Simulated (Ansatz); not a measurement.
**Effect of uniaxial strain ε_zz = +2.00 % on CaS**

Consider CaS in the rock salt structure (space group Fm-3m, No. 225; a = 5.633 Å). Axes: x, y, z lie along the cube axes.

It is then changed as follows: the cell is stretched by 2.00 % along z with no lateral relaxation, atoms relaxed at fixed cell.

Method: PBEsol (Ansatz, a first-principles code, PAW, without spin-orbit coupling). k-mesh 10×10×10 (Γ-centred); smearing 0.05 eV (Fermi–Dirac).

- Volume per atom: 22.79 Å³ (base 22.34 Å³)
- Space group: I4/mmm (No. 139) (base Fm-3m (No. 225))
- Shortest interatomic distance: 2.817 Å (base 2.817 Å)
- Energy relative to the base (free energy F): +3.6 meV/atom
- Pressure (mean of the normal stresses, compression positive): -1.12 GPa (base 0.00 GPa)
- Band gap: 2.20 eV (base 2.16 eV)
- Gap character: indirect, Γ → X
- Electron mass: 1.4 mₑ along x, 0.29 mₑ along y, 0.31 mₑ along z (at X) (base 1.4 mₑ along k, 0.29 mₑ across (at X))
- Valence-band top at Γ (three highest levels, from the VBM): 0.00, 0.00, -0.02 eV (base 0.00, 0.00, 0.00 eV)
- Valley order (the lowest conduction-band minima on the path, energy above the VBM, named in the base's zone): X along [100] 2.20 eV; X along [001] 2.21 eV (base X along ⟨100⟩ 2.16 eV)
- Stress (xx, yy, zz, yz, xz, xy; compression positive): (-0.45, -0.45, -2.45, 0.00, 0.00, 0.00) GPa

Effective masses come from finite differences of ±0.01 Å⁻¹. Along k means along the line from Γ to the band edge. Stability against distortions was not tested. Labels are those of the standard path for the cell's own space group.
